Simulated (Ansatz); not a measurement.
# NbSi (model structure, started from the NbAs type, I4₁md, No. 109, 4 atoms in the cell): properties by level of theory

```
level (code)         lattice parameter a (Å)  lattice parameter c (Å)
-------------------  -----------------------  -----------------------
PBE (Ansatz)                           3.413                   11.837
PBEsol (Ansatz)                        3.386                   11.698
PBE-D3(BJ) (Ansatz)                    3.381                   11.657
```

Ansatz's density-functional and Hartree–Fock values are scalar-relativistic unless marked +SOC, with PAW data made under PBE.

Static lattice: no zero-point or thermal effects.

A model structure was made by putting elements into a prototype or built by hand; it is no filed structure, need not be a known phase, and can be a saddle point held by its symmetry.

Ansatz is an electronic-structure program.
